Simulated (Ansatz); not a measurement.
Take InAs in the zinc blende structure (space group F-43m, No. 216; a = 6.186 Å) as the base.

The values are results of plane-wave PAW DFT at the PBE level (Ansatz, a program for electronic structure, 420 eV), no SOC, not measurements.

Strains are applied to the cell and any free atomic positions relax.

One change was made to it. Results:

```tsv
quantity	base	after
pressure	0.0 GPa	-3.5 GPa
energy relative to the base (free energy F)	0 meV/atom	+32 meV/atom
```

**Question.** What was done to the base?
A. isotropic strain +1.50 %
B. isotropic strain −0.50 %
C. isotropic strain −2.50 %
D. isotropic strain +3.00 %

**Answer.** D, isotropic strain +3.00 %. For comparison, the energy relative to the base in the other runs: isotropic strain −0.50 % gives +1.0 meV/atom; isotropic strain +1.50 % gives +8.5 meV/atom; isotropic strain −2.50 % gives +28 meV/atom.

No phonon test of stability was made. All final runs are without spin polarisation.
